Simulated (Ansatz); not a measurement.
**Phonons of fluorite CaF2 at temperature**

Method: the stochastic self-consistent harmonic approximation in a 3×3×3 supercell, LDA density-functional theory in Ansatz (plane waves, PAW). The cell is fixed at its relaxed static size. Melting and transitions to other phases are not modelled. An odd repeat of the supercell leaves out some zone-boundary points, where instabilities often lie. Frequencies in cm⁻¹ at q = (0.00, 0.00, 0.33) (fractions of the primitive reciprocal vectors), each column in ascending order, rows equal in every column written once; i marks an imaginary mode. The auxiliary (Gaussian) frequencies are positive by construction; the free-energy Hessian decides stability.

```json
[
 {"harmonic": "124", "Gaussian 300 K": "124", "Hessian 300 K": "123", "Gaussian 800 K": "124", "Hessian 800 K": "120"},
 {"harmonic": "225", "Gaussian 300 K": "233", "Hessian 300 K": "224", "Gaussian 800 K": "241", "Hessian 800 K": "223"},
 {"harmonic": "284", "Gaussian 300 K": "295", "Hessian 300 K": "282", "Gaussian 800 K": "306", "Hessian 800 K": "276"},
 {"harmonic": "317", "Gaussian 300 K": "326", "Hessian 300 K": "315", "Gaussian 800 K": "334", "Hessian 800 K": "310"},
 {"harmonic": "317", "Gaussian 300 K": "326", "Hessian 300 K": "315", "Gaussian 800 K": "337", "Hessian 800 K": "310"},
 {"harmonic": "321", "Gaussian 300 K": "326", "Hessian 300 K": "319", "Gaussian 800 K": "337", "Hessian 800 K": "315"},
 {"harmonic": "421", "Gaussian 300 K": "426", "Hessian 300 K": "416", "Gaussian 800 K": "433", "Hessian 800 K": "410"}
]
```

```yaml
pressure at 300 K in this cell: 1.85 ± 0.01 GPa
pressure at 800 K in this cell: 4.15 ± 0.02 GPa
pressure near 300 K by path-integral sampling of the fitted surface: 1.92 GPa
pressure near 800 K by path-integral sampling of the fitted surface: 4.52 GPa (marked doubtful by the run)
static_pressure: 0.00 GPa
```

Over all wave vectors of the supercell the softest harmonic mode is 124 cm⁻¹ at q = (0.00, 0.00, 0.33); the softest of the Hessian is 123 cm⁻¹ at q = (0.00, 0.00, 0.33) at 300 K (error under 1; the run's verdict: stable), 120 cm⁻¹ at q = (0.00, 0.00, 0.33) at 800 K (error under 1; the run's verdict: stable).

Ansatz is an electronic-structure program.
